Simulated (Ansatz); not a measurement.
The reference is InSe in the beta-GaS type structure (space group P6_3/mmc, No. 194; a = 4.032 Å, c = 16.763 Å; layered, stacked along the Cartesian z axis).

It is then changed as follows: an isotropic linear strain of +5.62 %; the atoms relax in the strained cell.

Levels (all Ansatz, a quantum-chemistry and plane-wave program, PAW, earlier PAW set): PBE-D3(BJ) (420 eV, spin-orbit coupling left out); r2SCAN (500 eV, spin-orbit coupling left out).

The geometry is relaxed with PBE-D3(BJ).

PBE-D3(BJ) band gap: zero

Predict the band gap from r2SCAN.

The band gap goes from zero to 0.33 eV.

Single points use the geometry relaxed with PBE-D3(BJ). Stability against distortions was not tested. All final runs are without spin polarisation. Gaps under 0.05 eV, about the width of the smearing, are given as zero. The zero or small gap of InSe under isotropic strain +5.62 % can change with the level of theory.
